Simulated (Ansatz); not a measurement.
System: SiO2 (P4₁2₁2, No. 92). Method: PBE (plane waves, PAW; Ansatz, a program for electronic structure).

Run with plane-wave cutoff 520 eV, 8×8×6 k mesh (along the axes of the cell as run), Fermi–Dirac smearing 0.01 eV, scalar-relativistic PAW data made under PBE.

Shape and atoms are relaxed at each volume.

Pressure at four volumes; x = ln(V/15.314 Å³). One pressure is withheld.

```tsv
V (Å³/atom)	x	P (GPa)
14.701	-0.0409	0.661
15.314	0.0000	-0.007
15.620	0.0198	-0.315
15.926	0.0392	?
```

Question: Pass a parabola P(x) through the three rows shown, estimate the bulk modulus and its pressure derivative near zero pressure, and predict the withheld pressure.

Answer: Slopes between the rows: (-0.007 − (0.661))/(0.0000 − (-0.0409)) = -16.33 and (-0.315 − (-0.007))/(0.0198 − (0.0000)) = -15.56 GPa. Their difference over the span 0.0607 is c = 0.77/0.0607 = 12.7 GPa, so P(x) = 0.661 + (-16.33)(x − (-0.0409)) + 12.7 (x − (-0.0409))(x − (0.0000)). At the middle row B = −dP/dx = −[-16.33 + 12.7 × 0.0409] = 15.8 GPa, and B′ = dB/dP = 2c/B = 1.6. At x = 0.0392 the parabola gives -0.607 GPa; the run gives -0.594 GPa. The Birch–Murnaghan fit to the energies at all volumes has B0 = 15.6 GPa and B′ = 2.3.

Note: the volume lies 7 % above that of the published cell; the bulk modulus comes from volumes at which shape and atoms were relaxed.
